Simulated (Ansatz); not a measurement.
Structures of equal composition on the (117) surface of germanium: 3 pairs of surface atoms bonded, H on all but both atoms of one pair (paired Ge at depth 0.0 Å); 3 pairs of surface atoms bonded, H on all but both atoms of one pair (paired Ge at depth 0.6 Å). The slabs share one bottom face, and each structure is named by its start. These are constructed structures in small cells; real faces may alloy, dewet or reconstruct in larger ones, and not all known structures of the face are among them. Slabs of about 14 Å with all that they carry, Fermi-Dirac smearing of 0.025 eV. Bottom of the slabs: built like the top, H on every dangling bond, free. Relaxed from the named starts with such symmetry as they have, on meshes of like density; energies extrapolated to zero smearing; no spin-orbit coupling, no U. Spin-polarised runs, if any, are marked in brackets, and their order is one that fits the cell; the others ran without spin.

These are PBE (plane waves to 420 eV, PAW; Ansatz, a first-principles code) values and carry that method's errors.

Question: Put the candidates in order of energy per 1x1 cell, lowest first, for PBE.

Answer: 3 pairs of surface atoms bonded, H on all but both atoms of one pair (paired Ge at depth 0.0 Å) (0.000 eV, gap 0.54 eV on the mesh), 3 pairs of surface atoms bonded, H on all but both atoms of one pair (paired Ge at depth 0.6 Å) (0.032 eV, gap 0.61 eV on the mesh)
